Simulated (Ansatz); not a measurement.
BAs, response to strain

The reference is BAs in the zinc blende structure (space group F-43m, No. 216; a = 4.732 Å). Axes: x, y, z lie along the cube axes.

Strains are applied to the cell and any free atomic positions relax; under biaxial strain the out-of-plane vector relaxes too.

Computed with LDA, PAW, 420 eV (Ansatz, a quantum-chemistry and plane-wave program; without spin-orbit coupling).

Candidates:
(a) biaxial strain +1.25 %, plane normal [111], relaxed out of plane
(b) biaxial strain −0.42 %, plane normal [111], relaxed out of plane
(c) biaxial strain +2.50 %, plane normal [111], relaxed out of plane
(d) biaxial strain −1.25 %, plane normal [111], relaxed out of plane

### Question
Order them by out-of-plane strain, highest first.

### Answer
(d) biaxial strain −1.25 %, plane normal [111], relaxed out of plane (+0.31 %), (b) biaxial strain −0.42 %, plane normal [111], relaxed out of plane (+0.10 %), (a) biaxial strain +1.25 %, plane normal [111], relaxed out of plane (-0.30 %), (c) biaxial strain +2.50 %, plane normal [111], relaxed out of plane (-0.57 %)

Stability against distortions was not tested.
